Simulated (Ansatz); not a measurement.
An Ansatz (a program for electronic structure) run: P with a change (P → Ru); r2SCAN+rVV10, PAW, 500 eV (Ansatz; no spin-orbit coupling).

Input:

Ansatz 0.2 input:
```yaml
crystal:
  lattice:
    - [-1.3589035248, 1.3589035248, 4.0588061825]
    - [1.3589035248, -1.3589035248, 4.0588061825]
    - [1.3589035248, 1.3589035248, -4.0588061825]
  atoms:
    - { symbol: Ru, position: [0.850691541, 0.850691541, 0] }
    - { symbol: Ru, position: [0.149308459, 0.149308459, 0] }
basis: { ecutwfc: 500, ecutrho_ratio: 4, xc_grid: 4, fft_grid_basis: typed }
kpoints: { mp_grid: { grid: [24, 24, 24] } }
hamiltonian:
  xc: r2scan
  dispersion: rvv10
  pseudopotentials: { kind: paw }
scf: { occupations: { method: fermi_dirac, width: 0.05 }, convergence: { dr2_threshold: 0.0000000002 } }
output: { forces: true, stress: true }
checkpoint: { write: state.ck, write_every: 1000 }
```

Output (explanatory and most iteration lines left out):

```
Pseudopotential: Ru, paw, valence charge 16
Crystal: 2 atoms, lattice volume = 29.980 Å³
Basis set: ecut = 500 eV, 747 PW (Γ), exchange–correlation on 144×144×144 points (64 copies of the dense FFT grid, shifted against one another)
Bands: 20, of which v1, the nominal top of the filled ones, is band 16 counted from 1 (15 counted from 0)
Symmetry: 16 space group operations
Space group: I4/mmm (ITA 139), of the structure as read, at distance tolerance 3.1e-5 Å
k-points: 1063 of 13824
Functional: x = r2scan, c = r2scan + rvv10(b = 11.95, C = 0.0093); τ floored in thin density (d = 2e-4 eV/Å³)
SCF iter   1: F=—  HF=-11777.480600 eV  |F-HF|=—  |Δ(HF+E_count)|=         —  Δρ=1.30e-2  dr2=2.15e-2  dr2_τ=2.01e-2  ethr=1.77e-3  ⟨swp⟩=5.8  Hψ=98859  notcnv=0
SCF iter   2: F=—  HF=-11777.505585 eV  |F-HF|=—  |Δ(HF+E_count)|=   2.50e-2  Δρ=7.31e-3  dr2=7.09e-3  dr2_τ=4.09e-4  ethr=6.73e-5  ⟨swp⟩=2.0  Hψ=50701  notcnv=0  defer=41
SCF 1 converged in 9 iterations: F = -11777.508717 eV  dr2 = 1.66e-10
SCF converged after 9 iterations
Free energy (F): -11777.508717 eV
Internal energy: -11777.500960 eV  (E = F + TS)
E sigma→0 (E₀):  -11777.504839 eV
Entropy (-TS):   -0.007757 eV (-3.879 meV/atom)
Fermi energy:    20.664010 eV
--- Forces (eV/Å), atoms counted from 1 ---
  atom   1  Ru     0.00000000     0.00000000    -0.00004141
  atom   2  Ru     0.00000000     0.00000000     0.00004141
--- Stress (GPa, compression-positive) ---
        0.000118       0.000000       0.000000
        0.000000       0.000118       0.000000
       -0.000000       0.000000       0.000755
  P = ⅓ Tr σ = 0.0003 GPa (0.003 kbar)
```

No phonon test of stability was made. All final runs are without spin polarisation. The cell was made from P by this change: P → Ru; the result is a hypothetical phase, not in the database extracts checked.
